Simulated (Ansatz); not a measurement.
# A computed series for Rh: response to strain

The reference is Rh in the fcc (Cu type) structure (space group Fm-3m, No. 225; a = 3.782 Å; relaxed with 0.1 eV smearing). Axes: x, y, z lie along the cube axes.

Strains are applied to the cell and any free atomic positions relax; under biaxial strain the out-of-plane vector relaxes too.

Calculations: PBEsol (Ansatz, a first-principles code), no SOC.

Notes on the quantities. energy relative to the base: free energy F; in-plane stress: mean in-plane stress (compression positive).

| change | energy relative to the base | ratio −ε⊥/ε∥ | in-plane stress |
|---|---|---|---|
| base | 0 meV/atom | – | – |
| biaxial strain −2.50 %, plane normal [111], relaxed out of plane | +37 meV/atom | 0.56 | +18.8 GPa |
| biaxial strain −2.08 %, plane normal [111], relaxed out of plane | +25 meV/atom | 0.56 | +15.2 GPa |
| biaxial strain −1.25 %, plane normal [111], relaxed out of plane | +8.9 meV/atom | 0.55 | +8.7 GPa |
| biaxial strain −0.83 %, plane normal [111], relaxed out of plane | [?] | 0.54 | [?] |
| biaxial strain +0.42 %, plane normal [111], relaxed out of plane | +0.9 meV/atom | – | -2.6 GPa |
| biaxial strain +0.83 %, plane normal [111], relaxed out of plane | +3.6 meV/atom | 0.54 | -5.1 GPa |
| biaxial strain +1.25 %, plane normal [111], relaxed out of plane | +8.1 meV/atom | 0.53 | -7.4 GPa |
| biaxial strain +1.67 %, plane normal [111], relaxed out of plane | +14 meV/atom | 0.53 | -9.6 GPa |
| biaxial strain +2.08 %, plane normal [111], relaxed out of plane | +22 meV/atom | 0.53 | -11.7 GPa |

**Question.** Complete the table.

**Answer.** 
- biaxial strain −0.83 %, plane normal [111], relaxed out of plane, energy relative to the base: +3.9 meV/atom
- biaxial strain −0.83 %, plane normal [111], relaxed out of plane, in-plane stress: +5.6 GPa

No phonon test of stability was made. All final runs are without spin polarisation. Rh lies near a magnetic instability that expansion can trigger; it was not tested.
